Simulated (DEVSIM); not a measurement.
Structure: Cr/SiO2/p-GaAs capacitor, at 300 K.

```tsv
layer (left to right)	material	thickness (nm)	Na (cm⁻³)
1	SiO2	3.40	-
2	GaAs	12000	3.1e15
```

Metal gate on the left, work function 4.5 eV. Fixed charge at the semiconductor interface -6.1e10 cm⁻² (in units of +e); no interface traps.

Constants are typed, rounded textbook-type inputs, not results; the design itself was drawn at random and stands for no fabricated device. Values at 300 K; Nc and Nv go as T^1.5, mobilities as T to minus their exponent, the gap by Varshni's rule with the affinity fixed.

| parameter | SiO2 | GaAs |
|---|---|---|
| gap (eV) | 9 | 1.424 |
| affinity (eV) | 0.9 | 4.07 |
| permittivity | 3.9 | 12.9 |
| Nc (cm⁻³) | - | 4.7e17 |
| Nv (cm⁻³) | - | 9e18 |
| Varshni α (eV/K) | - | 0.000541 |
| Varshni β (K) | - | 204 |

Model (solved in DEVSIM): 1D Poisson equation in equilibrium, Boltzmann statistics, complete ionisation; no quantum confinement or tunnelling. Metal contacts follow the ideal Schottky-Mott rule: no Fermi-level pinning, no interface dipoles.

Base results: capacitance of the dielectric stack (μF/cm²) 1.02; minimum of the low-frequency capacitance (μF/cm²) 0.0173; threshold voltage (band bending 2φF) (V) 0.34; flat-band voltage (V) -0.78.

Problem. What follows from this one change: gate work function 4.5 → 4.65 eV?

Solution. capacitance of the dielectric stack little changed (1.02 μF/cm²); minimum of the low-frequency capacitance little changed (0.0173 μF/cm²); threshold voltage (band bending 2φF) 0.34 → 0.49 V; flat-band voltage -0.78 → -0.63 V.

Problem. What follows from this one change: SiO2 thickness 0.0034 → 0.0029 μm?

Solution. capacitance of the dielectric stack 1.02 → 1.19 μF/cm²; minimum of the low-frequency capacitance little changed (0.0173 μF/cm²); threshold voltage (band bending 2φF) little changed (0.34 V); flat-band voltage little changed (-0.78 V).

Problem. What follows from this one change: temperature 300 → 400 K?

Solution. capacitance of the dielectric stack little changed (1.02 μF/cm²); minimum of the low-frequency capacitance 0.0173 → 0.0200 μF/cm²; threshold voltage (band bending 2φF) 0.34 → 0.28 V; flat-band voltage -0.78 → -0.65 V.

Problem. What follows from this one change: substrate doping 3.1e+15 → 6.2e+15 cm^-3?

Solution. capacitance of the dielectric stack little changed (1.02 μF/cm²); minimum of the low-frequency capacitance 0.0173 → 0.0242 μF/cm²; threshold voltage (band bending 2φF) 0.34 → 0.38 V; flat-band voltage -0.78 → -0.80 V.
